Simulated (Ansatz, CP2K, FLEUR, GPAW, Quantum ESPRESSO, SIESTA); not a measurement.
## CuGaSe₂ (I-42d, 8 atoms in the cell) computed with different codes at matched settings

Self-consistent single point.

```yaml
crystal:
  lattice:
    - [-2.77667, 2.77667, 5.45435]
    - [2.77667, -2.77667, 5.45435]
    - [2.77667, 2.77667, -5.45435]
  atoms:
    - { symbol: Ga, position: [0.50000, 0.50000, 0.00000] }
    - { symbol: Ga, position: [0.25000, 0.75000, 0.50000] }
    - { symbol: Cu, position: [0.00000, 0.00000, 0.00000] }
    - { symbol: Cu, position: [0.75000, 0.25000, 0.50000] }
    - { symbol: Se, position: [0.87500, 0.87500, 0.50000] }
    - { symbol: Se, position: [0.12500, 0.62500, 0.00000] }
    - { symbol: Se, position: [0.37500, 0.37500, 0.50000] }
    - { symbol: Se, position: [0.62500, 0.12500, 0.00000] }
```

Shared settings, as Ansatz (a program for electronic structure) writes them: kpoints.mp_grid.grid = 3 3 3; scf.occupations.method = fermi_dirac; scf.occupations.width = 0.0007 Ry. Potentials and cutoffs stand in the table.

```
code                                                                                                                                 model  pressure (GPa)  largest force (eV/Å)  gap on the mesh (eV)           cutoff
----------------  ------------------------------------------------------------------------------------------------------------------------  --------------  --------------------  --------------------  ---------------
FLEUR                                                         LDA (Perdew-Zunger), all-electron FLAPW (FLEUR), scalar-relativistic valence               –                 0.460                 0.198  Kmax 3.8 1/bohr
CP2K                                                   LDA (Pade form), GPW, DZVP-MOLOPT-PBE-GTH basis, GTH-PBE potentials (POTENTIAL_UZH)            2.08                 0.606                 0.067      grid 600 Ry
Ansatz                                                                                         LDA (PW92), default PAW files made with PBE           -0.75                 0.457                 0.215          default
GPAW                                                                         LDA (Perdew-Wang 92), GPAW PAW datasets LDA (gpaw-data 1.0.1)           -0.02                 0.534                 0.255           800 eV
Quantum ESPRESSO                                                                            LDA (PZ), PSlibrary PAW (LDA) pseudopotentials           -0.50                 0.453                 0.213            70 Ry
SIESTA            LDA PW92, numerical atomic orbitals DZP, PseudoDojo LDA standard norm-conserving potentials (rewritten from UPF to PSML)            1.04                 0.609                 0.348      grid 400 Ry
```

A dash marks a value that a program does not give, or that is left out as unsure.

Gaps are read on the mesh.

On Ansatz's run: spin polarisation is off.

The spread over the programs that give each value: pressure within 2.83 GPa; largest force within 0.156 eV/Å; gap on the mesh within 0.281 eV.

CP2K and SIESTA use small atom-centred bases, whose incompleteness enters pressures, forces and empty levels differently from a plane-wave cutoff. FLEUR treats all electrons, but the usual bases taken here (sphere radii, linearisation, local orbitals, empty states) were not tested for convergence, so the values are no reference for the others. Ansatz's pressure is given at a fixed set of plane waves, as the other plane-wave codes print theirs; with its correction for the finite basis it is -0.70 GPa. The same LDA comes in different parametrisations, which differ slightly. In the pressure, CP2K (by 2.58) and SIESTA (by 1.54) lie more than 1 GPa from the median of the plane-wave programs. In the gap, CP2K (by 0.148) and SIESTA (by 0.133) lie more than 0.12 eV from the median of the plane-wave programs. In the force vectors, CP2K (by 0.148) and SIESTA (by 0.151) lie more than 0.08 eV/Å from the median of the plane-wave programs.

The starting cell has typed, rounded lattice constants, without a prior relaxation at this level. Its lattice was rescaled by a random factor within 2.5 % of one.

Keys are those of Ansatz 0.2.
